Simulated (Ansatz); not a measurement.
Pressure series in CdTe

The parent structure is CdTe in the wurtzite structure (space group P6_3mc, No. 186; a = 4.5829 Å, c = 7.5160 Å; a cell from a computed database, its experimental status unchecked).

Cell and atoms are relaxed at each pressure.

Method: Ansatz (an electronic-structure program) PBEsol, spin-orbit coupling left out.

| case | shortest interatomic distance | width of the top valence band | density | band gap |
|---|---|---|---|---|
| base | 2.809 Å | 1.84 eV | 5.83 g/cm³ | 0.69 eV |
| pressure −1 GPa | 2.833 Å | 1.76 eV | 5.68 g/cm³ | 0.61 eV |
| pressure 0.3 GPa | 2.803 Å | 1.87 eV | 5.87 g/cm³ | 0.71 eV |
| pressure 0.7 GPa | 2.794 Å | 1.88 eV | 5.93 g/cm³ | 0.74 eV |
| pressure 1.5 GPa | 2.778 Å | 1.94 eV | 6.03 g/cm³ | 0.79 eV |
| pressure 3 GPa | 2.752 Å | 2.04 eV | 6.21 g/cm³ | 0.88 eV |
| pressure 5 GPa | 2.721 Å | 2.17 eV | 6.42 g/cm³ | 0.97 eV |
| pressure 7.5 GPa | 2.688 Å | 2.32 eV | 6.66 g/cm³ | 1.08 eV |
| pressure 10 GPa | 2.658 Å | 2.45 eV | 6.87 g/cm³ | 1.16 eV |

With Te present, leaving out spin-orbit coupling can change the band edges. Load acts through the strain it causes; cell and atoms are relaxed under it. Whether these cells are dynamically stable was not tested. No other phases were tried under pressure. The base started in Cmc2_1 and relaxed to P6_3mc at this level. This is not the structure that CdTe has at room temperature and ambient pressure.
